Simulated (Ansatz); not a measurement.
The structure below was relaxed with r2SCAN in Ansatz (plane waves to 500 eV, PAW, no spin-orbit coupling), earlier PAW set.

Space group Immm (No. 71); a = 4.4171 Å, b = 6.5070 Å, c = 12.8650 Å, α = β = γ = 90.00°

```
atom  site  symmetry       x       y       z
----  ----  --------  ------  ------  ------
Na      4i       mm2  0.0000  0.0000  0.2687
Na      2d       mmm  0.0000  0.5000  0.0000
K       2b       mmm  0.5000  0.0000  0.0000
```

Problem. Write out a cell with all atoms.

Solution. 
```xyz
8
Lattice="4.4171 0.0000 0.0000 0.0000 6.5070 0.0000 0.0000 0.0000 12.8650" Properties=species:S:1:pos:R:3 pbc="T T T"
Na     0.0000     0.0000     9.4076
Na     2.2085     3.2535     9.8899
Na     0.0000     3.2535     0.0000
K      2.2085     0.0000     0.0000
Na     2.2085     3.2535     2.9751
Na     0.0000     0.0000     3.4574
Na     2.2085     0.0000     6.4325
K      0.0000     3.2535     6.4325
```
This is the conventional cell.

Each cell is one ordered arrangement of few atoms, which overstates ordering effects compared with a random alloy. Whether these cells are dynamically stable was not tested. The cell was made from Na by this change: x(K) = 0.25, 4 atoms, Immm.

Ansatz is a quantum-chemistry and plane-wave program.
